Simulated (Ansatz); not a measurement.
## Migration barriers: O vacancy in rock-salt MgO with all lengths changed by -1 %, charge state +2

Defect: O vacancy in rock-salt MgO with all lengths changed by -1 %, charge state +2. All values below come from PBE, PAW (plane waves to 420 eV; Ansatz, a first-principles code).

64-site cell at the strained lattice (strain from the relaxed PBE one, atoms relaxed), a 2×2×2 k-point mesh shifted by half a step, smearing 0.01 eV, spin-restricted, no finite-size correction. Static, classical nuclei. The charge state is imposed; whether it is stable for some Fermi level was not computed. Forms of the defect that were not tried may lie lower.

```
Route                                                   Start site over the lowest site run (eV)  Hop (Å)  Forward barrier (eV)  Backward barrier (eV)                     Neighbours at the start  Neighbours at the saddle                        Saddle order
------------------------------------------------------  ----------------------------------------  -------  --------------------  ---------------------  ------------------------------------------  ------------------------  ----------------------------------
one O atom jumps into the vacancy from a nearby O site                                      0.00     2.84                  2.29                   2.29  2 Mg at 2.07, 2 Mg at 2.11, 2 Mg at 2.16 Å            2 Mg at 1.80 Å  not checked, on a symmetry element
```

Paths come from climbing-image nudged elastic band runs.  A band can be held on a symmetry element, so unchecked saddle points there may be too high.

The whole set of runs took very roughly 1.1 core-hours.
